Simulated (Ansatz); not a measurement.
Input and output of a self-consistent single point for Li₃Ag (I4mm, 4 atoms in the cell) (Ansatz, a quantum-chemistry and plane-wave program).

Computed with PBEsol, default PAW files made with PBE (plane waves; Ansatz).

The change in words: lattice scaled by 0.98; basis.ecutwfc: 420 eV → 230 eV. Reference geometry:
```
CELL_PARAMETERS angstrom
     -2.10280     2.10280     3.65758
      2.10280    -2.10280     3.65758
      2.10280     2.10280    -3.65758
ATOMIC_POSITIONS crystal
  Li 0.25000 0.75000 0.50000
  Li 0.75000 0.25000 0.50000
  Li 0.50684 0.50684 0.00000
  Ag 0.00000 0.00000 0.00000
```

Reference input (self-consistent single point, DFT, PBEsol, plane waves, default PAW files made with PBE): basis.ecutwfc = 420 eV; kpoints.mp_grid.grid = 11 11 11; hamiltonian.xc = pbesol; hamiltonian.pseudopotentials = {kind: paw} (the program's default PAW files); scf.occupations.method = gaussian; scf.occupations.width = 0.1 eV. This run's input differs from it in these lines:

Ansatz 0.2 input:
```diff
@@ -3,5 +3,5 @@
   lattice:
-    - [-2.102798, 2.102798, 3.657579]
-    - [2.102798, -2.102798, 3.657579]
-    - [2.102798, 2.102798, -3.657579]
+    - [-2.060742, 2.060742, 3.584427]
+    - [2.060742, -2.060742, 3.584427]
+    - [2.060742, 2.060742, -3.584427]
   atoms:
@@ -12,3 +12,3 @@
 basis:
-  ecutwfc: 420.0 eV
+  ecutwfc: 230.0 eV
 kpoints:
```

Output (repeated stretches shortened):

```
SCF iter   1: F=—  HF=-8128.585104 eV  |F-HF|=—  |Δ(HF+E_count)|=         —  Δρ=4.26e-2  dr2=5.91e-1  ethr=1.77e-3  ⟨swp⟩=3.9  Hψ=8687  notcnv=0
all-band conjugate gradients solve this SCF's bands
preconditioner: auto → Kerker (q_TF=auto, 2.397 Å⁻¹)
SCF iter   2: F=—  HF=-8128.356171 eV  |F-HF|=—  |Δ(HF+E_count)|=   2.29e-1  Δρ=1.05e-2  dr2=2.62e-2  ethr=1.77e-3  ⟨swp⟩=2.0  Hψ=5394  notcnv=0  defer=24
   [... lines left out ...]
SCF iter   4: F=—  HF=-8128.356362 eV  |F-HF|=—  |Δ(HF+E_count)|=   1.15e-3  Δρ=5.24e-4  dr2=7.67e-5  ethr=4.55e-5  ⟨swp⟩=2.1  Hψ=3085  notcnv=0  defer=24
SCF iter   5: F=—  HF=-8128.356512 eV  |F-HF|=—  |Δ(HF+E_count)|=   1.50e-4  Δρ=8.18e-5  dr2=3.69e-6  ethr=2.74e-7  ⟨swp⟩=2.3  Hψ=3796  notcnv=0  defer=24
SCF iter   6: F=—  HF=-8128.356511 eV  |F-HF|=—  |Δ(HF+E_count)|=   9.07e-7  Δρ=2.09e-5  dr2=5.44e-7  ethr=1.32e-8  ⟨swp⟩=2.3  Hψ=3578  notcnv=0  defer=24
SCF iter   7: F=-8128.356511 eV  HF=-8128.356511 eV  |F-HF|=1.44e-8  |Δ(HF+E_count)|=   1.57e-7  Δρ=4.88e-6  dr2=2.87e-8  ethr=3.57e-10  ⟨swp⟩=5.0  Hψ=7822  notcnv=0
SCF 1 converged in 7 iterations: F = -8128.356511 eV  dr2 = 2.87e-8
Free energy (F): -8128.356511 eV
Internal energy: -8128.350049 eV  (E = F + TS)
E sigma→0 (E₀):  -8128.353280 eV
Entropy (-TS):   -0.006462 eV (-1.616 meV/atom)
Fermi energy:    6.432574 eV
--- Forces (eV/Å), atoms counted from 1 ---
  atom   1  Li    -0.00000000     0.00000000     0.06723015
  atom   2  Li     0.00000000    -0.00000000     0.06723015
  atom   3  Li     0.00000000    -0.00000000    -0.12597714
  atom   4  Ag     0.00000000    -0.00000000    -0.00847700
--- Stress (GPa, compression-positive) ---
        2.375167      -0.000000       0.000000
       -0.000000       2.375167       0.000000
        0.000000       0.000000       3.058877
  P = ⅓ Tr σ = 2.6031 GPa (26.031 kbar)
  The stress holds the Pulay correction. Without it, at fixed plane waves, as pw.x and ABINIT print it: P = -53.6796 GPa
```

The run converged in 7 iterations. Against the reference run the free energy rises by 851 meV/atom, the pressure goes from 0.01 to 2.60 GPa and the largest force goes from 0.110 to 0.126 eV/Å.

The starting cell comes from a database of computed structures (which also holds hypothetical and non-ambient phases and stackings), without a prior relaxation at this level. Its lattice was rescaled by up to half a per cent. One atom was moved a little off its site on purpose. For this run, on top of that: lattice scaled by 0.98. Ansatz's pressure includes its estimate of the finite-basis (Pulay) stress. Without the estimate this run gives -53.68 GPa. The cutoff lies below the one recommended for these files.
